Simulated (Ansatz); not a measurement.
**A computed series for BN: response to strain**

The reference is BN in the wurtzite structure (space group P6_3mc, No. 186).

```
BN
1.0
    2.54100     0.00000     0.00000
   -1.27050     2.20057     0.00000
    0.00000     0.00000     4.20330
B N
2 2
Direct
  0.33333   0.66667   0.00027
  0.66667   0.33333   0.50027
  0.33333   0.66667   0.37473
  0.66667   0.33333   0.87473
```

Strains are applied to the cell and any free atomic positions relax.

Computed with plane-wave PAW DFT at the PBEsol level (Ansatz, a quantum-chemistry and plane-wave program, 420 eV), without spin-orbit coupling.

Notes on the quantities. pressure: mean of the normal stresses, compression positive; energy relative to the base: free energy F.

| change | band gap | pressure | shortest interatomic distance | width of the top valence band | energy relative to the base |
|---|---|---|---|---|---|
| base | 4.96 eV | 0.00 GPa | 1.559 Å | 5.49 eV | 0 meV/atom |
| isotropic strain −3.00 % | 4.75 eV | 41.60 GPa | 1.513 Å | 5.98 eV | +62 meV/atom |
| isotropic strain −2.40 % | 4.79 eV | 32.08 GPa | 1.522 Å | 5.88 eV | +39 meV/atom |
| isotropic strain −1.80 % | 4.84 eV | 23.20 GPa | 1.532 Å | 5.78 eV | +22 meV/atom |
| isotropic strain −1.20 % | 4.88 eV | 14.91 GPa | 1.541 Å | 5.69 eV | +9.5 meV/atom |
| isotropic strain −0.60 % | 4.92 eV | 7.19 GPa | 1.550 Å | 5.59 eV | +2.3 meV/atom |

Whether these cells are dynamically stable was not tested.
